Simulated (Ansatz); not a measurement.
```yaml
crystal:
  lattice:
    - [0.00000, 2.42808, 2.42808]
    - [2.42808, 0.00000, 2.42808]
    - [2.42808, 2.42808, 0.00000]
  atoms:
    - { symbol: N, position: [0.00000, 0.00000, 0.00000] }
    - { symbol: Y, position: [0.50000, 0.50000, 0.50000] }
```

No spin polarisation.

The values are results of Kohn–Sham DFT with the PBEsol functional, run in Ansatz (a program for electronic structure) with PAW and 420 eV plane waves, no spin-orbit coupling, not measurements. Γ-centred 12×12×12 mesh, Fermi–Dirac width 0.05 eV.

Question: Estimate the band gap.

Answer: 0.08 eV.

Question: What gap character does the calculation give?

Answer: Indirect, Γ → X.

No phonon test of stability was made. The cell was made from NbN by this change: Nb → Y. A zero or small gap of YN can be the functional's error rather than a property of the material.
